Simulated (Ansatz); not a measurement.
# Amorphous Si$_{24}$O$_{50}$Ce

Preparation: random packing, a CHGNet melt and quench, and a DFT relaxation. O atoms were pushed apart under 1.9 Å during the dynamics, to hinder bonds among them. The hot cell started wider than the set density and was brought back towards it in steps. It is the lowest in DFT energy of 3 quenches. It is a model cell: composition and starting density were chosen by hand, and all elements were melted together. No dispersion term was used.

Methods: PBE, scalar-relativistic without spin-orbit coupling (Ansatz, a first-principles code); r2SCAN, scalar-relativistic without spin-orbit coupling (Ansatz); HSE06, scalar-relativistic without spin-orbit coupling (Ansatz). Geometry, pressure, stress and energy are those of the PBE run. Its sampling: a 2×2×2 Γ-centred mesh; Fermi-Dirac width 0.01 eV; collinear spin, started from moments on atoms; no Hubbard U, moments started parallel, and no other order was tried (the moments died out). Other functionals are single points at the zone centre (r2SCAN at 500 eV; exact exchange cut at the cell's faces), free to take moments where seeds were set. At PBE the levels at both edges of the gap are localised (band-tail or defect states), and the nearest spread-out levels lie 5.6 eV apart at the zone centre.

| Item | Value |
|---|---|
| Number of atoms in the cell | 75 |
| Density (held, not predicted) | 2.37 g/cm³ |
| Volume per atom | 15.09 Å³ |
| Pressure on a 2×2×2 Γ-centred mesh | 2.27 GPa |
| Largest force and stress component on that mesh (the relaxation ran on the zone centre alone) | 0.02 eV/Å and 2.3 GPa |
| Energy relative to alpha cristobalite + ceria (lowest mix at this level among the phases computed, not always the ambient ones) | 0.103 eV/atom |
| Gap between localised states on a 2×2×2 Γ-centred mesh (PBE) | 2.36 eV |
| Gap between localised states at the zone centre (PBE) | 2.38 eV |
| Gap between localised states at the zone centre (r2SCAN) | 2.71 eV |
| Gap between localised states at the zone centre (HSE06) | 4.38 eV |
| Net moment | 0.00 μB |

Bonds are counted up to Si-Si 2.60 Å, Si-O 1.90 Å, Si-Ce 3.47 Å, O-O 1.58 Å, O-Ce 2.97 Å, Ce-Ce 4.49 Å. Two cations that share two anions don't count as bonded, nor two that share one unless they lie closer than Si-Si 2.38 Å, Si-Ce 3.37 Å, Ce-Ce 4.37 Å.

The mean coordination of Si by anions is 4.00 (24 with 4); 1 close contacts or bonds to cations besides and the mean coordination of O is 2.04 (48 with 2, 2 with 3). The mean coordination of Ce by anions comes out as 6.00 (1 with 6); 1 close contacts or bonds to cations besides and the mean Si-O bond is 1.632 Å (spread 0.019 Å, 96 counted). The mean O-Ce bond is 2.336 Å (spread 0.306 Å, 6 counted).

Its density started from a set value of 2.37 g/cm³. The quench (nominally 320 K/ps over its main leg) was far faster than any real one, so the model tends to hold more defects than a real film. A cell of this size samples the disorder only roughly. The volume was held where the preparation left it and the shape relaxed, at a PBE pressure of 2.3 GPa. Stress components on the final sampling reach 2.3 GPa.
